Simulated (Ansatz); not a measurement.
Take Ba2CuHgO4 (space group P4/mmm, No. 123; a = 3.853 Å, c = 9.550 Å; a cell from a computed database, its experimental status unchecked) as the base. Axes: x, y, z lie along a, b, c of the conventional cell.

Now apply this change: uniaxial strain ε_zz = −4.09 %, all other strain components held at zero, atoms relaxed at fixed cell.

Levels (all Ansatz, a program for electronic structure, PAW): PBEsol (420 eV, without spin-orbit coupling); PBEsol+SOC (420 eV, with spin-orbit coupling).

The geometry is relaxed with PBEsol.

```
Item               Value
---------------  -------
PBEsol pressure  2.6 GPa
```

How does going to PBEsol+SOC change the pressure?

The pressure shrinks by 0.2 GPa, from 2.6 GPa to 2.4 GPa.

Single points use the geometry relaxed with PBEsol. The spin-orbit shifts are approximate. No phonon test of stability was made. No Hubbard U is applied and the magnetic state is the run's own (Ba2CuHgO4 not spin-polarised); other magnetic orders, which need larger cells, were not tried and can change the gap. The runs without spin-orbit coupling are not spin-polarised. An odd electron count without spin: Ba2CuHgO4.
